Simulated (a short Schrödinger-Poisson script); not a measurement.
System: MOS inversion layer, Si3N4 on p-type In0.53Ga0.47As, at 300 K.

| layer | material | thickness (nm) | Na (cm⁻³) |
|---|---|---|---|
| 1 | Si3N4 | 4.1 | - |
| 2 | In0.53Ga0.47As | 270 | 2.2e18 |

The device is made up for the run: typed textbook-type constants, with dimensions and the other settings drawn at random. Si3N4: permittivity 7.5, conduction-band edge (eV) 2.41, gap (eV) 5.1, electron mass (mₑ) 0.5. In0.53Ga0.47As: permittivity 13.9, conduction-band edge (eV) 0, gap (eV) 0.74, Nv at 300 K (cm⁻³) 7.7e18.

Channel valleys (confinement mass, in-plane density-of-states mass, number): Γ 0.041, 0.041, 1. At the gate the conduction-band edge of layer 1 lies 2.8 eV − eVg above the Fermi level of the channel; the field vanishes at the back. Gaps are held at their typed values at every temperature. Mesh 0.03 nm at interfaces.

Solved with a short Schrödinger-Poisson script written for these runs: 1D Poisson equation in equilibrium, electrons quantum, Hartree (BenDaniel-Duke, 12 states a valley, the channel's in-plane mass for all, wave functions ending at the dielectric), parabolic valleys, classical holes, full ionisation, no traps, pinning or gate leakage.

The same stack at other levels of the model or other numerical settings:

```tsv
run	sheet density of all electrons at Vg = 2.3 V (cm⁻²)	capacitance at Vg = 2.3 V (μF/cm²)	centroid of the channel electrons at Vg = 2.3 V (nm)	gate voltage at 1e11 electrons/cm² (V)	rough cost against the base
base	4.35e12	0.891	3.35	1.35	about 1
electrons treated as classical, Boltzmann	1.18e13	1.56	0.27	0.97	0.07
electrons treated as classical, Fermi-Dirac	5.61e12	0.985	2.02	1.01	0.3
electrons treated as quantum, Hartree plus LDA exchange-correlation	4.49e12	0.899	3.33	1.34	about 1
mesh six times as coarse	4.35e12	0.892	3.35	1.35	0.3
one subband a valley	4.33e12	0.880	3.32	1.35	0.6
```

The classical rows ignore confinement, and Boltzmann statistics overrate the density once the band edge passes the Fermi level.

Above a few 1e12 electrons/cm² a light Γ valley is non-parabolic and upper valleys begin to fill, which the model leaves out.
